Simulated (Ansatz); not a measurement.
The parent structure is ZrB₂ (space group P6/mmm, No. 191; a = 3.171 Å, c = 3.541 Å).

Structures relaxed with Ansatz (a program for electronic structure), PBE, PAW, cutoff 420 eV, no spin-orbit coupling.

Base:

Simulated powder pattern, Co Kα, λ = 1.79026 Å (kinematic, ideal powder, no thermal factors, no anomalous dispersion; the 14 strongest lines at most, above 2 %, up to 2θ = 90°):

| 2θ (°) | I/Imax (%) | hkl |
|---|---|---|
| 29.28 | 36 | (001) |
| 38.04 | 71 | (100) |
| 48.72 | 100 | (101) |
| 60.73 | 9.8 | (002) |
| 68.73 | 20 | (110) |
| 73.95 | 22 | (102) |
| 76.41 | 17 | (111) |
| 81.36 | 8.6 | (200) |
| 88.71 | 19 | (201) |

After one change:

Simulated powder pattern, Co Kα, λ = 1.79026 Å (kinematic, ideal powder, no thermal factors, no anomalous dispersion; the 14 strongest lines at most, above 2 %, up to 2θ = 90°):

```json
[
 {"2θ (°)": "29.42", "I/Imax (%)": "36"},
 {"2θ (°)": "38.19", "I/Imax (%)": "71"},
 {"2θ (°)": "48.93", "I/Imax (%)": "100"},
 {"2θ (°)": "61.04", "I/Imax (%)": "9.8"},
 {"2θ (°)": "69.04", "I/Imax (%)": "20"},
 {"2θ (°)": "74.33", "I/Imax (%)": "22"},
 {"2θ (°)": "76.77", "I/Imax (%)": "17"},
 {"2θ (°)": "81.74", "I/Imax (%)": "8.6"},
 {"2θ (°)": "89.15", "I/Imax (%)": "19"}
]
```

Question: Name the change that was made.
(A) pressure −1 GPa
(B) pressure 3 GPa
(C) pressure 100 GPa
(D) pressure −2 GPa

Answer: B, pressure 3 GPa. Its volume per atom is 10.16 Å³ against 10.28 Å³, and its space group is P6/mmm (No. 191).

Load acts through the strain it causes; cell and atoms are relaxed under it. Whether these cells are dynamically stable was not tested. Competing high-pressure phases were not computed. The final runs are not spin-polarised.
